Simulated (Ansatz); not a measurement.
The parent structure is ZnSe in the zinc blende structure (space group F-43m, No. 216).

```yaml
crystal:
  lattice:
    - [0.00000, 2.83278, 2.83278]
    - [2.83278, 0.00000, 2.83278]
    - [2.83278, 2.83278, 0.00000]
  atoms:
    - { symbol: Zn, position: [0.00000, 0.00000, 0.00000] }
    - { symbol: Se, position: [0.25000, 0.25000, 0.25000] }
```

Cartesian axes are those of the cell as printed.

The values are results of Ansatz (a program for electronic structure), r2SCAN, PAW, cutoff 500 eV, no spin-orbit coupling, not measurements.

It is then changed as follows: every lattice vector is stretched by 1.50 %, atoms relaxed at fixed cell.

Q: Predict the stress tensor and what it implies for the stiffness.

A: Stress of the strained cell less that of the base (GPa, compression positive):
```
  -2.64    0.00    0.00
   0.00   -2.64    0.00
   0.00    0.00   -2.64
```

Then B = −ΔP/(ΔV/V₀) with ΔV/V₀ = 0.0457 gives secant stiffness values (nonlinear terms included at this strain): B ≈ 58 GPa.

As a check, the harmonic strain energy −½ V₀ Δσ:ε is 8.4 meV/atom; the computed energy rise is 9.0 meV/atom.

Whether these cells are dynamically stable was not tested.
